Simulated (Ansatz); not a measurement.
Bond-angle distributions (per cent of the angles at each element, bins of 10°) of a relaxed model of amorphous Ti$_{20}$O$_{43}$B$_{2}$ at 3.47 g/cm³. Computed with PBE, scalar-relativistic without spin-orbit coupling (plane waves to 420 eV, PAW; Ansatz, a quantum-chemistry and plane-wave program).

The cell was made by melting and quenching with the CHGNet potential and then relaxed with DFT. O atoms were pushed apart under 1.9 Å during the dynamics, to hinder bonds among them. The hot cell started wider than the set density and was brought back towards it in steps. It is the lowest in DFT energy of 2 quenches. It is a model cell: composition and starting density were chosen by hand, and all elements were melted together. No dispersion term was used. Its density started from a set value of 3.47 and ended at 3.47 g/cm³. Cooling (nominally 300 K/ps over its main leg) ran many orders faster than in experiment, which tends to leave more defects and strain. One small periodic cell is one sample of the glass; other quenches scatter about these values. The volume was held where the preparation left it and the shape relaxed, at a PBE pressure of 2.6 GPa. Stress components on the final sampling reach 2.7 GPa.

Bonds are counted up to Ti-Ti 3.12 Å, Ti-O 2.42 Å, Ti-B 2.49 Å, O-O 1.58 Å, O-B 1.80 Å, B-B 1.97 Å. Two cations that share two anions don't count as bonded, nor two that share one unless they lie closer than Ti-Ti 3.04 Å, Ti-B 2.42 Å, B-B 1.80 Å.

```
angle (°)  at Ti  at O
---------  -----  ----
50-60          0     0
60-70          1     0
70-80         17     0
80-90         15     4
90-100        20    17
100-110       15    22
110-120       10     5
120-130        3    22
130-140        4    15
140-150        4     8
150-160        5     4
160-170        5     3
170-180        0     0
```

They go with these counts of neighbours within the cut-offs, cation contacts included: Ti mean 5.3, most often 5; O mean 2.6, most often 3.
